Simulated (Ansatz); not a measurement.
Hypothetical CsCl type GaN, pressure series

Take GaN in the CsCl type structure (space group Pm-3m, No. 221; a = 2.7031 Å; a hypothetical phase, not in the database extracts checked) as the base.

Cell and atoms are relaxed at each pressure.

Level of theory: Ansatz (a quantum-chemistry and plane-wave program) PBEsol, no spin-orbit coupling.

Notes on the quantities. enthalpy: H = E + PV relative to the base's energy.

| case | shortest interatomic distance | enthalpy |
|---|---|---|
| base | 234.1 pm | – |
| pressure −2 GPa | ___ | -0.12 eV/atom |
| pressure −1 GPa | 234.6 pm | -0.06 eV/atom |
| pressure 0.3 GPa | 234.0 pm | +0.02 eV/atom |
| pressure 0.7 GPa | 233.8 pm | +0.04 eV/atom |
| pressure 1.5 GPa | 233.4 pm | +0.09 eV/atom |
| pressure 3 GPa | 232.8 pm | +0.18 eV/atom |
| pressure 5 GPa | 231.9 pm | +0.30 eV/atom |
| pressure 7.5 GPa | 230.9 pm | +0.45 eV/atom |
| pressure 10 GPa | 230.0 pm | +0.60 eV/atom |

**Question.** Some entries are withheld; estimate them.

**Answer.** 
- pressure −2 GPa, shortest interatomic distance: 235.0 pm

Load acts through the strain it causes; cell and atoms are relaxed under it. No phonon test of stability was made. No other phases were tried under pressure. The final runs are not spin-polarised.
